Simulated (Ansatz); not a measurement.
## W under a change: B on a W site

Consider a 12-atom supercell of W in the bcc (W type) structure (space group Im-3m, No. 229; a = 3.169 Å) at its relaxed geometry.

Modification: one W atom is replaced by B, atoms relaxed at fixed cell, starting from a slightly rattled geometry.

All numbers come from r2SCAN (Ansatz, a program for electronic structure; PAW; 500 eV plane waves; no spin-orbit coupling). Settings: 7×7×5 k-points, 0.05 eV Fermi–Dirac smearing.

The pressure goes from zero to -7.0 GPa.

Cost of the whole job for the changed cell (relaxation, final SCF and bands): roughly 60 core-minutes.

In so small a cell the defect repeats every few ångströms: this is an ordered compound, not a dilute defect. The final runs are not spin-polarised. The defect cell is not spin-polarised.
